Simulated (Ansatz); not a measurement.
The parent structure is Se (space group P3_121, No. 152; a = 4.535 Å, c = 5.041 Å; made of chains).

Method: PBE (Ansatz, an electronic-structure program, PAW, no spin-orbit coupling).

One change was made to it. Results:

```
quantity                base    after
-------------------  -------  -------
lattice parameter a  4.535 Å  3.746 Å
c/a ratio              1.112    1.377
band gap             1.04 eV     zero
```

Which of these changes matches the shifts?
(A) pressure 10 GPa
(B) pressure 0.3 GPa
(C) pressure 0.7 GPa
(D) pressure 3 GPa

A, pressure 10 GPa. For comparison, the band gap in the other runs: pressure 0.3 GPa gives 0.91 eV; pressure 0.7 GPa gives 0.80 eV; pressure 3 GPa gives 0.42 eV.

From pressure 10 GPa on, the axis ratios lie over 15 % from the base's, so the cell there is far from its starting form. Load acts through the strain it causes; cell and atoms are relaxed under it. Whether these cells are dynamically stable was not tested. Competing high-pressure phases were not computed. No dispersion term is included, though the crystal is made of layers, chains or molecules, so its spacings can come out too wide. Gaps under 0.05 eV, about the width of the smearing, are given as zero. A zero or small gap of Se under pressure 10 GPa can be the functional's error rather than a property of the material.
